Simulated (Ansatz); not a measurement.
Results of PBE0 (plane waves, PAW; Ansatz, a quantum-chemistry and plane-wave program) for zinc-blende NaI (model structure).

Run with plane-wave cutoff 500 eV, 6×6×6 k mesh, gaussian smearing 0.02 eV, scalar-relativistic PAW data made under PBE.

Cell (relaxed with r²SCAN):

```cif
data_INa
_chemical_formula_sum 'Na1 I1'
_space_group_name_H-M_alt 'P 1'
_space_group_IT_number 1
_cell_length_a 5.01205
_cell_length_b 5.01205
_cell_length_c 5.01205
_cell_angle_alpha 60.000
_cell_angle_beta 60.000
_cell_angle_gamma 60.000
loop_
_space_group_symop_operation_xyz
  'x, y, z'
loop_
_atom_site_label
_atom_site_type_symbol
_atom_site_fract_x
_atom_site_fract_y
_atom_site_fract_z
_atom_site_occupancy
Na1 Na 0.00000 0.00000 0.00000 1
I1 I 0.25000 0.25000 0.25000 1
```

### Question
Estimate the band gap that the calculation returns.

### Answer

- band gap: 5.51 eV (on the SCF k mesh)

Note: the relaxation could raise the start's symmetry but not lower it, so the cell can be a saddle point.

Spin–orbit coupling is not included; with these elements it can move the gap by several tenths of an eV or more.

The computed numbers hold no vibrational or temperature effects.

A model structure was made by putting elements into a prototype or built by hand; it is no filed structure, need not be a known phase, and can be a saddle point held by its symmetry.
